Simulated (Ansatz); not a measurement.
# A computed series for TiTe2: response to strain

The reference is TiTe2 in the CdI2 type structure (space group P-3m1, No. 164; layered, stacked along the Cartesian z axis; relaxed with 0.1 eV smearing).

```
TiTe2
1.0
    3.61876     0.00000     0.00000
   -1.80938     3.13394     0.00000
    0.00000     0.00000     6.22534
Ti Te
1 2
Direct
  0.00000   0.00000   0.00000
  0.33333   0.66667   0.27785
  0.66667   0.33333   0.72215
```

Cartesian axes are those of the cell as printed.

Strains are applied to the cell and any free atomic positions relax; under biaxial strain the out-of-plane vector relaxes too; under stress the whole cell relaxes.

The values are results of Ansatz (a first-principles code) PBEsol-D3(BJ), scalar-relativistic without spin-orbit coupling, not measurements.

Notes on the quantities. energy relative to the base: free energy F.

```json
[
 {"change": "base", "space group": "P-3m1 (No. 164)", "shortest interatomic distance": "2.712 Å", "energy relative to the base": "0 meV/atom"},
 {"change": "biaxial strain +4.06 %, plane normal [001], relaxed out of plane", "space group": "P-3m1 (No. 164)", "shortest interatomic distance": "2.738 Å", "energy relative to the base": "–"},
 {"change": "isotropic strain +1.22 %", "space group": "P-3m1 (No. 164)", "shortest interatomic distance": "2.728 Å", "energy relative to the base": "+5.1 meV/atom"},
 {"change": "uniaxial strain ε_zz = −2.77 %", "space group": "P-3m1 (No. 164)", "shortest interatomic distance": "2.698 Å", "energy relative to the base": "+6.1 meV/atom"},
 {"change": "uniaxial strain ε_zz = −1.99 %", "space group": "P-3m1 (No. 164)", "shortest interatomic distance": "2.702 Å", "energy relative to the base": "+3.0 meV/atom"},
 {"change": "uniaxial stress, 1 GPa compression along x", "space group": "C2/m (No. 12)", "shortest interatomic distance": "2.707 Å", "energy relative to the base": "+1.0 meV/atom"},
 {"change": "uniaxial stress, 5 GPa compression along z", "space group": "P-3m1 (No. 164)", "shortest interatomic distance": "2.699 Å", "energy relative to the base": "+18 meV/atom"}
]
```

Beyond what the load breaks, stability against distortions was not tested. All final runs are without spin polarisation.
